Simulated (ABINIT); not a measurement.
Band structure of LiAl3 (I4/mmm, 4 atoms in the cell).

```
CELL_PARAMETERS angstrom
     -2.01826     2.01826     4.01818
      2.01826    -2.01826     4.01818
      2.01826     2.01826    -4.01818
ATOMIC_POSITIONS crystal
  Li 0.00000 0.00000 0.00000
  Al 0.75000 0.25000 0.50000
  Al 0.25000 0.75000 0.50000
  Al 0.50000 0.50000 0.00000
```

Computed with PBEsol, norm-conserving pseudopotentials (PseudoDojo nc-sr-04 PBEsol standard) (plane waves; ABINIT 10.0.3).

Settings: pseudos = [Li.upf, Al.upf]; ecut = 37 Ha; occopt = 3; tsmear = 0.00367493 Ha; ngkpt = 9 9 9; nshiftk = 1; shiftk = 0 0 0; potentials = PseudoDojo nc-sr-04 PBEsol standard; kptopt = 1; nstep = 80; tolvrs1 = 1e-11; ndtset = 2; getden2 = 1.

The starting cell comes from a database of computed structures (which also holds hypothetical and non-ambient phases and stackings), without a prior relaxation at this level. Its lattice was rescaled by a random factor within 2.5 % of one.

Levels in eV from the Fermi level, bands 3 to 10:
```csv
point,3,4,5,6,7,8,9,10
Γ,-2.03,-0.37,-0.26,-0.26,0.59,0.59,1.28,1.31
X,-5.69,-3.97,-3.85,-3.34,-1.17,2.23,2.57,3.72
Y,-5.82,-5.54,-3.78,-1.47,0.13,2.49,2.85,3.95
S,-6.96,-5.21,-0.83,0.87,1.37,2.96,3.26,4.10
Z,-7.03,-1.99,-1.99,-0.79,0.83,6.19,6.34,6.34
S1,-6.96,-5.21,-0.83,0.87,1.37,2.96,3.26,4.10
N,-6.72,-2.87,-2.49,0.35,0.92,1.86,3.31,5.10
P,-5.27,-5.27,-4.12,-0.86,-0.86,-0.48,1.18,7.67
Y1,-5.82,-5.54,-3.78,-1.47,0.13,2.49,2.85,3.95
```

Bands cross the Fermi level along this path, so the cell is metallic at this level.
